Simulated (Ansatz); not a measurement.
Take MgS in the rock salt structure (space group Fm-3m, No. 225; a = 5.230 Å) as the base.

Perturbation: cell and atoms relaxed at a pressure of 22.5 GPa.

Level of theory: Ansatz (a first-principles code) PBE, no spin-orbit coupling.

Base, band edges from the VBM (valence, conduction): X -1.64, 2.76; W -2.31, 5.19; L -0.57, 4.53; Γ 0.00, 3.60; K -1.33, 3.89; U -1.33, 3.89 eV.

Problem. Give the band edges at the high-symmetry points of the new zone, measured from its valence-band maximum.

Solution. 
| point | valence edge (eV) | conduction edge (eV) |
|---|---|---|
| Γ | 0.00 | 5.38 |
| X | -2.14 | 3.16 |
| U | -1.77 | 4.06 |
| K | -1.77 | 4.06 |
| L | -0.84 | 4.78 |
| W | -2.93 | 5.96 |

The gap is 3.16 eV, indirect, Γ → X.

Load acts through the strain it causes; cell and atoms are relaxed under it. Stability against distortions was not tested. No other phases were tried under pressure.
